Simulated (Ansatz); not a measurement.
Base system: Ru in the hcp (Mg type) structure (space group P6_3/mmc, No. 194; a = 2.7219 Å, c = 4.2940 Å; relaxed with 0.1 eV smearing).

Structures relaxed with Ansatz (a program for electronic structure) PBE, spin-orbit coupling left out.

Base:

Simulated powder pattern, Cu Kα1, λ = 1.54056 Å (kinematic, ideal powder, no thermal factors, no anomalous dispersion; the 14 strongest lines at most, above 2 %, up to 2θ = 90°):

```csv
2θ (°),I/Imax (%),hkl
38.15,25,(100)
42.05,25,(002)
43.77,100,(101)
58.06,14,(102)
68.94,16,(110)
78.04,17,(103)
81.62,2.6,(200)
84.15,19,(112)
85.33,14,(201)
```

After one change:

Simulated powder pattern, Cu Kα1, λ = 1.54056 Å (kinematic, ideal powder, no thermal factors, no anomalous dispersion; the 14 strongest lines at most, above 2 %, up to 2θ = 90°):

```
2θ (°)  I/Imax (%)
------  ----------
37.95           25
41.83           25
43.54          100
57.75           14
68.55           16
77.58           17
81.13          2.6
83.64           19
84.81           14
```

Question: What was done to the base?
A) isotropic strain −3.00 %
B) isotropic strain −2.50 %
C) isotropic strain +0.50 %
D) isotropic strain −1.00 %

Answer: C, isotropic strain +0.50 %. Its volume per atom is 13.98 Å³ against 13.78 Å³, and its space group is P6_3/mmc (No. 194).

Whether these cells are dynamically stable was not tested. All final runs are without spin polarisation.
